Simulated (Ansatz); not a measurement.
An Ansatz (a program for electronic structure) run: WS2 with a change (S → Cl); Ansatz PBEsol-D3(BJ), without spin-orbit coupling, earlier PAW set.

Input:

Ansatz 0.2 input:
```yaml
crystal:
  lattice:
    - [2.9792780457, 0, 0]
    - [-1.4896390229, 2.5801304725, 0]
    - [0, 0, 13.06534412]
  atoms:
    - { symbol: W, position: [0.3333333333, 0.6666666667, 0.25] }
    - { symbol: W, position: [0.6666666667, 0.3333333333, 0.75] }
    - { symbol: Cl, position: [0.3333333333, 0.6666666667, 0.6095647576] }
    - { symbol: Cl, position: [0.6666666667, 0.3333333333, 0.1095647576] }
    - { symbol: Cl, position: [0.6666666667, 0.3333333333, 0.3904352424] }
    - { symbol: Cl, position: [0.3333333333, 0.6666666667, 0.8904352424] }
basis: { ecutwfc: 420, ecutrho_ratio: 4, xc_grid: 2, fft_grid_basis: typed }
kpoints: { mp_grid: { grid: [18, 18, 4] } }
hamiltonian:
  xc: pbesol
  dispersion: d3bj
  pseudopotentials: { azcp: { folder: ./paw }, kind: paw }
scf: { occupations: { method: fermi_dirac, width: 0.05 }, convergence: { dr2_threshold: 0.0000000006 } }
output: { forces: true, stress: true }
checkpoint: { write: state.ck, write_every: 1000 }
```

Output (explanatory and most iteration lines left out):

```
Pseudopotential: W, paw, valence charge 14
Pseudopotential: Cl, paw, valence charge 7
Crystal: 6 atoms, lattice volume = 100.432 Å³
Basis set: ecut = 420 eV, 1903 PW (Γ), exchange–correlation on 40×40×180 points (8 copies of the dense FFT grid, shifted against one another)
Bands: 34, of which v1, the nominal top of the filled ones, is band 28 counted from 1 (27 counted from 0)
Symmetry: 24 space group operations
Space group: P63/mmc (ITA 194), of the structure as read, at distance tolerance 4.6e-5 Å
k-points: 111 of 1296
Functional: x = pbesol(κ = 0.804, μ = 0.12345679012345678), c = pbesol(β = 0.046)
SCF iter   1: F=—  HF=-24768.898046 eV  |F-HF|=—  |Δ(HF+E_count)|=         —  Δρ=1.09e-1  dr2=6.02e1  ethr=3.10e-3  ⟨swp⟩=8.2  Hψ=18248  notcnv=0
SCF iter   2: F=—  HF=-24764.680575 eV  |F-HF|=—  |Δ(HF+E_count)|=    4.22e0  Δρ=6.71e-2  dr2=2.67e1  ethr=3.10e-3  ⟨swp⟩=3.0  Hψ=6839  notcnv=0
SCF 1 converged in 11 iterations: F = -24760.602198 eV  dr2 = 4.91e-11
SCF converged after 11 iterations
Free energy (F): -24760.602198 eV
Internal energy: -24760.568788 eV  (E = F + TS)
E sigma→0 (E₀):  -24760.585493 eV
Entropy (-TS):   -0.033410 eV (-5.568 meV/atom)
Fermi energy:    13.865122 eV
  E_disp       = -2.063620  (pairwise vdW)
--- Forces (eV/Å), atoms counted from 1 ---
  atom   1  W      0.00000000     0.00000000     0.00000000
  atom   2  W      0.00000000    -0.00000000     0.00000000
  atom   3  Cl    -0.00000000     0.00000000     0.00000556
  atom   4  Cl    -0.00000000    -0.00000000     0.00000556
  atom   5  Cl     0.00000000    -0.00000000    -0.00000556
  atom   6  Cl     0.00000000     0.00000000    -0.00000556
--- Stress (GPa, compression-positive) ---
       -0.001475       0.000000       0.000000
        0.000000      -0.001475       0.000000
        0.000000       0.000000       0.007004
  P = ⅓ Tr σ = 0.0014 GPa (0.014 kbar)
```

No phonon test of stability was made. No Hubbard U is applied, and correlation can decide whether such a compound is a metal. The final runs are not spin-polarised. The cell was made from WS2 by this change: S → Cl; the result is a hypothetical phase, not in the database extracts checked. WCl2 has a high density of states at the Fermi level and may be magnetic at this level.
